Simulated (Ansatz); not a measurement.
## TiAl2O5: pressure series

The parent structure is TiAl2O5 (space group Cmcm, No. 63; a cell from a computed database, its experimental status unchecked).

```cif
data_Al4O10Ti2
_chemical_formula_sum 'Ti2 Al4 O10'
_space_group_name_H-M_alt 'P 1'
_space_group_IT_number 1
_cell_length_a 5.01503
_cell_length_b 5.01503
_cell_length_c 9.64179
_cell_angle_alpha 90.000
_cell_angle_beta 90.000
_cell_angle_gamma 137.887
loop_
_space_group_symop_operation_xyz
  'x, y, z'
loop_
_atom_site_label
_atom_site_type_symbol
_atom_site_fract_x
_atom_site_fract_y
_atom_site_fract_z
_atom_site_occupancy
Ti1 Ti 0.31510 0.68490 0.25000 1
Ti2 Ti 0.68490 0.31510 0.75000 1
Al1 Al 0.35923 0.64077 0.94385 1
Al2 Al 0.64077 0.35923 0.05615 1
Al3 Al 0.64077 0.35923 0.44385 1
Al4 Al 0.35923 0.64077 0.55615 1
O1 O 0.18765 0.81235 0.06675 1
O2 O 0.81235 0.18765 0.93325 1
O3 O 0.81235 0.18765 0.56675 1
O4 O 0.18765 0.81235 0.43325 1
O5 O 0.45532 0.54468 0.11761 1
O6 O 0.54468 0.45532 0.88239 1
O7 O 0.54468 0.45532 0.61761 1
O8 O 0.45532 0.54468 0.38239 1
O9 O 0.73578 0.26422 0.25000 1
O10 O 0.26422 0.73578 0.75000 1
```

Cell and atoms are relaxed at each pressure.

The values are results of DFT with PBEsol, PAW potentials and a 420 eV plane-wave cutoff in Ansatz (an electronic-structure program), without spin-orbit coupling, not measurements.

Two rows of this table had their results exchanged by mistake.

```csv
pressure,volume per atom (Å³),shortest distance (Å),band gap
pressure −2 GPa,9.92,1.819,3.02 eV
pressure −1 GPa,10.22,1.833,3.02 eV
pressure 0.3 GPa,10.15,1.830,3.02 eV
pressure 0.7 GPa,10.13,1.830,3.02 eV
pressure 1.5 GPa,10.09,1.828,3.02 eV
pressure 3 GPa,10.01,1.825,3.02 eV
pressure 5 GPa,10.27,1.835,3.02 eV
pressure 7.5 GPa,9.80,1.812,3.02 eV
pressure 10 GPa,9.69,1.805,3.02 eV
```

Task: Which two?

Result: The rows for pressure −2 GPa and pressure 5 GPa: the volume has to fall steadily with pressure, so 10.27 Å³ belongs to pressure −2 GPa and 9.92 Å³ to pressure 5 GPa.

Load acts through the strain it causes; cell and atoms are relaxed under it. Stability against distortions was not tested. Competing high-pressure phases were not computed. All final runs are without spin polarisation.
